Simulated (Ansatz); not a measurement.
**Effective masses and thermopower of MgO under load (space group Fm-3m)**

Here is the system:

```yaml
crystal:
  lattice:
    - [0.00000, 2.13645, 2.13645]
    - [2.13645, 0.00000, 2.13645]
    - [2.13645, 2.13645, 0.00000]
  atoms:
    - { symbol: Mg, position: [0.00000, 0.00000, 0.00000] }
    - { symbol: O, position: [0.50000, 0.50000, 0.50000] }
```

All values below come from r2SCAN, rigid bands (plane waves, PAW, scalar-relativistic; Ansatz, a first-principles code). Condition of this run: hydrostatic pressure of -6 GPa (compression positive) (the target of the relaxation). Cell: cell and atoms relaxed with PBEsol, then loaded as said.

* **band gap**: 5.20 eV
* **electron conductivity mass (300 K, dilute)**: 0.36 mₑ
* **hole conductivity mass (300 K, dilute)**: 2.4 mₑ
* **effective density of states N_c (300 K)**: 5.2e18 cm⁻³
* **effective density of states N_v (300 K)**: 3.1e20 cm⁻³
* **density-of-states mass, electrons**: 0.35 mₑ
* **density-of-states mass, holes**: 5.3 mₑ
* **Seebeck coefficient, n-type 1e19 cm⁻³, 300 K**: -174 μV/K
* **best n-type power factor at 300 K for τ = 10 fs (best axis; densities from 1e16 to 1e21 cm⁻³ tried, whether or not they can be reached)**: 2.4 μW/(cm·K²) at 3e19 cm⁻³
* **Seebeck coefficient, p-type 1e19 cm⁻³, 300 K**: 511 μV/K

Rigid bands; masses and Seebeck coefficients take one relaxation time τ for all states and one kind of carrier; polarons and phonon drag are left out. Spin-orbit coupling is left out. Geometry: cell and atoms relaxed with PBEsol.
